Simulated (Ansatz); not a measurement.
L1₂ (Cu3Au-type) Ni3Si, treated with r²SCAN0 (PAW; Ansatz, a quantum-chemistry and plane-wave program).

The input as run:

Ansatz 0.2 input:
```yaml
crystal:
  lattice:
    - [3.4869791947, 0.0, 0.0]
    - [0.0, 3.4869791947, 0.0]
    - [0.0, 0.0, 3.4869791947]
  atoms:
    - { symbol: Si, position: [0.0, 0.0, 0.0] }
    - { symbol: Ni, position: [0.0, 0.5, 0.5] }
    - { symbol: Ni, position: [0.5, 0.0, 0.5] }
    - { symbol: Ni, position: [0.5, 0.5, 0.0] }
basis:
  ecutwfc: 520
  ecutrho_ratio: 4
  xc_grid: 3
kpoints:
  mp_grid: { grid: [8, 8, 8] }
hamiltonian:
  xc: r2scan0
  dispersion: none
  pseudopotentials: { kind: paw }
scf:
  occupations: { method: fermi_dirac, width: 0.05 }
  convergence: { dr2_threshold: 0.0000000004 }
output:
  forces: true
  stress: true
  eigenvalues: true
```

**Question.** How many irreducible k-points, plane waves at Γ does the program set up, and what pressure does the run end with?

**Answer.** 35 irreducible k-points, 1189 plane waves at Γ; P = -10.69 GPa, so the cell is stretched on average and its volume would shrink at this level.

The run printed, among other lines:

```
WARN output.stress: scf.exx.energy_threshold = 1e-6 eV is looser than the 4e-8 eV advised for a stress under a hybrid functional (1e-8 eV for each atom of the …
Crystal: 4 atoms, lattice volume = 42.398 Å³
Basis set: ecut = 520 eV, 1189 PW (Γ), exchange–correlation on 81×81×81 points (27 copies of the dense FFT grid, shifted against one another)
Bands: 35, of which v1, the nominal top of the filled ones, is band 29 counted from 1 (28 counted from 0)
Symmetry: 48 space group operations
Space group: Pm-3m (ITA 221), of the structure as read, at distance tolerance 3.5e-5 Å
k-points: 35 of 512
Functional: x = r2scan, c = r2scan; τ floored in thin density (d = 2e-4 eV/Å³), warm-up for x = 0.75 r2scan + 0.25 exact, c = r2scan; τ floored in thin density (d = 2e-4 eV/Å³)
SCF iter   1: F=—  HF=-18176.535623 eV  |F-HF|=—  |Δ(HF+E_count)|=         —  Δρ=2.56e-2  dr2=2.45e-1  dr2_τ=1.32e-1
SCF iter   2: F=—  HF=-18176.695297 eV  |F-HF|=—  |Δ(HF+E_count)|=   1.60e-1  Δρ=6.49e-3  dr2=1.11e-2  dr2_τ=1.44e-3
  ...
SCF 1 converged in 11 iterations: F = -18176.684759 eV  dr2 = 8.29e-11
Crystal: 4 atoms, lattice volume = 42.398 Å³
Initial density: handed on by an earlier stage of this run
Functional: x = 0.75 r2scan + 0.25 exact, c = r2scan; τ floored in thin density (d = 2e-4 eV/Å³)
SCF 2 converged in 11 iterations: F = -18166.865909 eV  dr2 = 8.08e-11
Crystal: 4 atoms, lattice volume = 42.398 Å³
SCF 3 converged in 8 iterations: F = -18166.914179 eV  dr2 = 8.14e-11
Crystal: 4 atoms, lattice volume = 42.398 Å³
Crystal: 4 atoms, lattice volume = 42.398 Å³
SCF 5 converged in 10 iterations: F = -18166.916854 eV  dr2 = 1.31e-10
Crystal: 4 atoms, lattice volume = 42.398 Å³
SCF 6 converged in 3 iterations: F = -18166.916854 eV  dr2 = 4.61e-11
Crystal: 4 atoms, lattice volume = 42.398 Å³
Crystal: 4 atoms, lattice volume = 42.398 Å³
SCF 8 converged in 5 iterations: F = -18166.916854 eV  dr2 = 4.66e-12
Crystal: 4 atoms, lattice volume = 42.398 Å³
Crystal: 4 atoms, lattice volume = 42.398 Å³
SCF iter   2: F=—  HF=-18166.917310 eV  |F-HF|=—  |Δ(HF+E_count)|=   3.29e-9  Δρ=9.92e-7  dr2=1.93e-9  dr2_τ=1.80e-11
SCF iter   3: F=—  HF=-18166.917310 eV  |F-HF|=—  |Δ(HF+E_count)|=   6.50e-9  Δρ=1.41e-6  dr2=5.87e-10  dr2_τ=7.46e-12
SCF 10 converged in 4 iterations: F = -18166.917310 eV  dr2 = 3.47e-10
Free energy (F): -18166.917310 eV
Internal energy: -18166.915265 eV  (E = F + TS)
E sigma→0 (E₀):  -18166.916287 eV
Fermi energy:    16.940609 eV
--- Forces (eV/Å), atoms counted from 1 ---
  atom   1  Si    -0.00000000     0.00000000     0.00000000
  atom   2  Ni     0.00000000    -0.00000000     0.00000000
  atom   3  Ni     0.00000000    -0.00000000    -0.00000000
  atom   4  Ni     0.00000000    -0.00000000     0.00000000
--- Stress (GPa, compression-positive) ---
      -10.687574       0.000000       0.000000
        0.000000     -10.687574       0.000000
        0.000000       0.000000     -10.687574
  P = ⅓ Tr σ = -10.6876 GPa (-106.876 kbar)
```

The cell is one volume of an energy–volume scan, off the minimum.

The PAW data were made under PBE.

Note: the run has no spin polarisation, so it can have missed a magnetic state. Note: the run warned that the count of filled bands differs between k points.

It cost around 11 core-minutes (rough) of CPU time.
